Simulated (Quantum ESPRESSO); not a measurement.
**Several settings converged on Co (P6_3/mmc, 2 atoms in the cell)**

```xyz
2
Lattice="2.5225 0.0000 0.0000 -1.2613 2.1846 0.0000 0.0000 0.0000 4.0903" Properties=species:S:1:pos:R:3 pbc="T T T"
Co     0.0000     1.4564     1.0226
Co     1.2613     0.7282     3.0678
```
Moments meant for the start (each program seeds them in its own way; μB, in the order of the atoms Co Co): 2.0 2.0.

Base method: LDA (PZ), PSlibrary PAW (LDA) pseudopotentials (plane waves; Quantum ESPRESSO).

Base settings: ecutwfc = 55 Ry; ecutrho = 330 Ry; occupations = smearing; smearing = fermi-dirac; degauss = 0.0073499 Ry; nspin = 2; potentials = {Co: Co.pz-n-kjpaw_psl.1.0.0.UPF}; K_POINTS = automatic 7 7 4 0 0 0; conv_thr = 1e-09 Ry; mixing_beta = 0.3.

Core times come from one kind of shared machine, to one figure; runs under 30 s give none.

**Zone-centre phonons against the cutoff**

In this ladder: ph.x.tr2_ph = 1e-14; ph.x.fildyn = dyn.G; dynmat.x.fildyn = dyn.G; dynmat.x.asr = crystal. Moved along: ecutrho.

The mesh stays at the base's, so the ladder's end is converged at best in this setting alone.

Frequencies are those of the unrelaxed cell, without the LO-TO term of polar crystals.

Only quantities that move along the ladder and can be compared are tabulated.

These are the values that this program gave, and no reference: phonons of magnets with augmentation charges are unreliable in this version.

```csv
ecutwfc,highest zone-centre frequency (cm⁻¹)
28 Ry,184.8
33 Ry,200.1
38 Ry,199.7
55 Ry,202.6
82 Ry,202.4
```

Coarsest ecutwfc that holds the highest zone-centre frequency within 1 cm⁻¹ of the last step, with all finer ones: 55 Ry; the step before is off by 2.6 cm⁻¹.

**Zone-centre phonons against the SCF threshold**

In this ladder: ph.x.tr2_ph = 1e-14; ph.x.fildyn = dyn.G; dynmat.x.fildyn = dyn.G; dynmat.x.asr = crystal.

The mesh stays at the base's, so the ladder's end is converged at best in this setting alone.

Frequencies are those of the unrelaxed cell, without the LO-TO term of polar crystals.

Only quantities that move along the ladder and can be compared are tabulated.

These are the values that this program gave, and no reference: phonons of magnets with augmentation charges are unreliable in this version.

```tsv
conv_thr	highest zone-centre frequency (cm⁻¹)	core time / last (rough)
7.3e-05 Ry	239.6	1
7.3e-07 Ry	208.0	1
7.3e-09 Ry	203.2	1
7.3e-11 Ry	202.3	1
7.3e-13 Ry	202.4	1
```

Coarsest conv_thr that holds the highest zone-centre frequency within 1 cm⁻¹ of the last step, with all finer ones: 7.3e-09 Ry; the step before is off by 5.6 cm⁻¹.

On the base run: the starting cell has typed, rounded lattice constants, without a prior relaxation at this level. Its lattice was rescaled by up to half a per cent. The magnetic order is the one reached from the typed start; others were not searched systematically. In the base run, with a pressure of about -25 GPa the cell is away from its equilibrium volume at this level. Without a gap this mesh is coarse (it stands for a supercell whose shortest vector is 16 Å).
